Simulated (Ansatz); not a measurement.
Base system: HgTe in the zinc blende structure (space group F-43m, No. 216; a = 6.5098 Å). Axes: x, y, z lie along the cube axes.

All numbers come from PBEsol (Ansatz, an electronic-structure program; PAW; 420 eV plane waves; scalar-relativistic without spin-orbit coupling).

It is then changed as follows: a pure shear with ε_xz = ε_zx = 0.0076, atoms relaxed at fixed cell.

### Question
What happens to the valley order?

### Answer
The valley order (the lowest conduction-band minima on the path, energy above the VBM, named in the base's zone) comes out as Γ 0.01 eV; L along [11-1] 0.56 eV; L along [1-11] 0.68 eV.

### Question
How does this affect the energy relative to the base?

### Answer
The energy increases by 0.5 meV/atom.

With Hg and Te present, leaving out spin-orbit coupling can change the band edges. The cells carry an imposed strain or load. Stability against distortions was not tested. All final runs are without spin polarisation.
